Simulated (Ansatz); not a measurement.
The starting structures come from a database of crystals and need not be the phases stable at ambient conditions.

 Where the default PAW files enter, the runs use the earlier of Ansatz's two default sets.

Tunnelling through a barrier is set by its complex band structure: the current falls as exp(−2κd) with the smallest κ.

Given:

```xyz
15
Lattice="5.8624 0.0000 0.0000 -2.9312 5.0770 0.0000 0.0000 0.0000 7.1945" Properties=species:S:1:pos:R:3 pbc="T T T"
Ba     0.0000     0.0000     0.0000
Ba     0.0000     3.3847     4.8059
Ba     2.9312     1.6923     2.3886
Mg     0.0000     0.0000     3.5972
Nb     0.0000     3.3847     1.2900
Nb     2.9312     1.6923     5.9045
O      2.9312     3.3377     4.8476
O      0.0000     1.7393     2.3469
O      1.5063     0.8696     4.8476
O      1.4249     4.2074     2.3469
O      4.3561     0.8696     4.8476
O     -1.4249     4.2074     2.3469
O     -1.4656     2.5385     0.0000
O      1.4656     2.5385     0.0000
O      2.9312     0.0000     0.0000
```

Space group of this cell: P-3m1. The cell is taken as given; by PBEsol its mean pressure is -8.5 GPa.

Transport runs along the normal of the first two printed cell vectors, the (001) plane of the conventional cell.

The gap is the functional's own. No spin-orbit coupling. Mid-gap values are interpolated on the energy grid.

Question: Compute, with Ansatz (a first-principles code) with PBEsol, the band gap and the smallest decay constant κ at mid-gap.

Answer: Gap 2.69 eV on a 6×6×4 mesh; κ = 0.320 1/Å, at the zone centre.
